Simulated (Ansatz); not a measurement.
Start from WC (space group P-6m2, No. 187; relaxed with 0.1 eV smearing).

```
WC
1.0
    2.89911     0.00000     0.00000
   -1.44955     2.51070     0.00000
    0.00000     0.00000     2.82680
W C
1 1
Direct
  0.00000   0.00000   0.00000
  0.33333   0.66667   0.50000
```

Cartesian axes are those of the cell as printed.

Level of theory: plane-wave PAW DFT at the PBEsol level (Ansatz, an electronic-structure program, 420 eV), scalar-relativistic without spin-orbit coupling.

Before the change:

- Pressure: 0.0 GPa

One thing is altered: biaxial strain +1.00 %, plane normal [001], relaxed out of plane (Cartesian); in-plane vectors clamped, the third vector and the atoms free.

### Question
What happens to the out-of-plane strain?

### Answer
The out-of-plane strain amounts to -0.37 %.

### Question
How does this affect the pressure?

### Answer
The pressure (mean of the normal stresses, compression positive) goes from zero to -5.8 GPa.

Stability against distortions was not tested. The final runs are not spin-polarised.
